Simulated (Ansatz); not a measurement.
**A constructed model of the (111) surface of fcc Rh, a pseudomorphic layer of Mg in the host's stacking (bottom of the slab: a bare face, its two planes held)**

The numbers are results of PBE (plane waves to 420 eV, PAW; Ansatz, a first-principles code), not measurements.

Slab: 7 atoms, 13.6 Å thick at the start with caps and adatoms (thin: gaps and levels are the slab's own); k 16x16x1, smearing 0.1 eV, dipole-corrected; 2 atoms held, the rest relaxed; symmetry of the start imposed; no spin, no spin-orbit, no U. In PBE it is, or lies within 0.01 eV a 1x1 cell of, the lowest of the 2 structures of its composition computed so far; subsurface sites and larger cells were not tried.

The work function of the top face is 4.12 eV, the energy released by relaxation comes out as 0.098 eV and the cost is around 2.5 core-minutes (rough).
